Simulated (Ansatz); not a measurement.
TcAgO₄ (I4₁/a, No. 88, 12 atoms in the cell; start COD 2013356), treated with PBEsol in Ansatz (PAW).

Numerical settings: plane-wave cutoff 520 eV, 10×10×10 k mesh, Fermi–Dirac smearing 0.01 eV, no spin polarisation, scalar-relativistic PAW data made under PBE.

Cell (relaxed at this level):

Space group I4₁/a, origin choice 1 (No. 88); a = 5.266 Å, b = 5.266 Å, c = 11.369 Å, α = 90.00°, β = 90.00°, γ = 90.00°

```
atom  site  symmetry       x       y       z
----  ----  --------  ------  ------  ------
Ag      4b      -4..  0.0000  0.0000  0.5000
Tc      4a      -4..  0.0000  0.0000  0.0000
O      16f         1  0.2349  0.1371  0.0856
```
(The calculation used a cell of 12 atoms; values per cell refer to that cell.)

What does this level give for the band gap, smallest direct gap on the k points sampled and direct gap at Γ?


* **band gap**: 1.36 eV
* **smallest direct gap on the k points sampled**: 1.49 eV
* **direct gap at Γ**: 1.81 eV

Note: the relaxation could not lower the start's symmetry, so a distorted cell can lie lower.

Spin–orbit coupling is not included.

Cost on a shared machine: very roughly 5 core-minutes.

Ansatz is a first-principles code.
